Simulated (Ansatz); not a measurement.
# Amorphous In16Zn8O32

The cell was made by melting and quenching with the CHGNet potential and then relaxed with DFT. O atoms were pushed apart under 1.9 Å during the dynamics, to hinder bonds among them. The hot cell started wider than the set density and was brought back towards it in steps. It is the lowest in DFT energy of 2 quenches. It is a model cell: composition and starting density were chosen by hand, and all elements were melted together. No dispersion term was used.

Methods: PBE, scalar-relativistic without spin-orbit coupling (Ansatz, a program for electronic structure); r2SCAN, scalar-relativistic without spin-orbit coupling (Ansatz); HSE06, scalar-relativistic without spin-orbit coupling (Ansatz). Geometry, pressure, stress and energy are those of the PBE run. Its sampling: a 2×2×2 Γ-centred mesh; Fermi-Dirac width 0.02 eV; no spin polarisation. Other functionals are single points at the zone centre (r2SCAN at 500 eV; exact exchange cut at the cell's faces), free to take moments where seeds were set.

- Number of atoms in the cell = 56
- Density (volume relaxed, without dispersion) = 6.02 g/cm³
- Volume per atom = 14.15 Å^3
- Pressure on a 2×2×2 Γ-centred mesh = 0.20 GPa
- Largest force and stress component on that mesh (the relaxation ran on the zone centre alone) = 0.08 eV/Å and 0.3 GPa
- Energy relative to bixbyite In2O3 + wurtzite ZnO (lowest mix at this level among the phases computed, not always the ambient ones) = 0.149 eV/atom
- Gap on a 2×2×2 Γ-centred mesh (PBE) = 0.38 eV
- Gap at the zone centre (PBE) = 0.44 eV
- Gap at the zone centre (r2SCAN) = 0.84 eV
- Gap at the zone centre (HSE06) = 1.90 eV

Cut-offs for bonds: In-In 3.12 Å, In-Zn 2.90 Å, In-O 2.52 Å, Zn-Zn 2.68 Å, Zn-O 2.50 Å, O-O 1.58 Å. Two cations that share two anions don't count as bonded, nor two that share one unless they lie closer than In-In 3.04 Å, In-Zn 2.82 Å, Zn-Zn 2.61 Å.

```yaml
Mean coordination of In by anions: 5.25 (12 with 5, 4 with 6)
Mean coordination of Zn by anions: 4.25 (6 with 4, 2 with 5)
Mean coordination of O: 3.69 (10 with 3, 22 with 4)
Mean In-O bond: 2.181 Å (spread 0.065 Å, 84 counted)
Mean Zn-O bond: 2.046 Å (spread 0.094 Å, 34 counted)
```

Its density started from a set value of 6.17 g/cm³. The quench (nominally 420 K/ps over its main leg) was far faster than any real one, so the model tends to hold more defects than a real film. One small periodic cell is one sample of the glass; other quenches scatter about these values. Volume and shape were free in the relaxation.
